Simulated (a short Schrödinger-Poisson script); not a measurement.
Stack: MOS inversion layer, Al2O3 on p-type GaN, at 400 K.

```tsv
layer	material	thickness (nm)	Na (cm⁻³)
1	Al2O3	4	-
2	GaN	2000	1e17
```

Constants are typed, rounded textbook-type inputs, not results; the design itself was drawn at random and stands for no fabricated device. Al2O3: permittivity 9, conduction-band edge (eV) 2.75, gap (eV) 6.8, electron mass (mₑ) 0.3. GaN: permittivity 9.5, conduction-band edge (eV) 0, gap (eV) 3.43, Nv at 300 K (cm⁻³) 4.6e19.

Channel valleys (confinement mass, in-plane density-of-states mass, number): Γ 0.2, 0.2, 1. At the gate the conduction-band edge of layer 1 lies 3.06 eV − eVg above the Fermi level of the channel; the field vanishes at the back. Gaps are held at their typed values at every temperature. Mesh 0.03 nm at interfaces.

Solved with a short Schrödinger-Poisson script written for these runs: 1D Poisson equation in equilibrium, electrons quantum, Hartree (BenDaniel-Duke, 12 states a valley, the channel's in-plane mass for all, wave functions free to enter the dielectric), parabolic valleys, classical holes, full ionisation, no traps, pinning or gate leakage.

At Vg = 1.15 V the centroid of the electrons lies 1.98 nm from the interface.

Estimate the gate capacitance as the dielectric in series with that distance, and compare.

The dielectric alone has 1.99 μF/cm²; in series with 1.98 nm of the channel's permittivity, 1.36 μF/cm²; the run gives 1.37 μF/cm². The estimate leaves out the density-of-states capacitance and the centroid's move with voltage. In real p-type GaN the Mg acceptor is only partly ionised, and so wide a gap doesn't supply an inversion layer without source and drain.
